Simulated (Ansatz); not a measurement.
Consider the following.

```
CELL_PARAMETERS angstrom
      4.24755     0.00000     0.00000
     -2.12377     3.67848     0.00000
      0.00000     0.00000     7.10755
ATOMIC_POSITIONS crystal
  Cd 0.33333 0.66667 0.00271
  Cd 0.66667 0.33333 0.50271
  Se 0.33333 0.66667 0.37329
  Se 0.66667 0.33333 0.87329
```

No spin polarisation.

Method: LDA (Ansatz, a program for electronic structure), no spin-orbit coupling. k-mesh 9×9×5 (Γ-centred); smearing 0.05 eV (Fermi–Dirac).

Task: Predict the stress and valence-band top at Γ.

Result: The stress (xx, yy, zz, yz, xz, xy; compression positive) is (-0.92, -0.92, -2.12, 0.00, 0.00, 0.00) GPa and the valence-band top at Γ (three highest levels, from the VBM) is 0.00, 0.00, -0.17 eV.

The levels and masses belong to the bands next to the band gap. The cells carry an imposed strain or load. Stability against distortions was not tested. The cell was made from CdSe in the wurtzite structure (space group P6_3mc, No. 186) by this change: uniaxial strain ε_zz = +2.40 %.
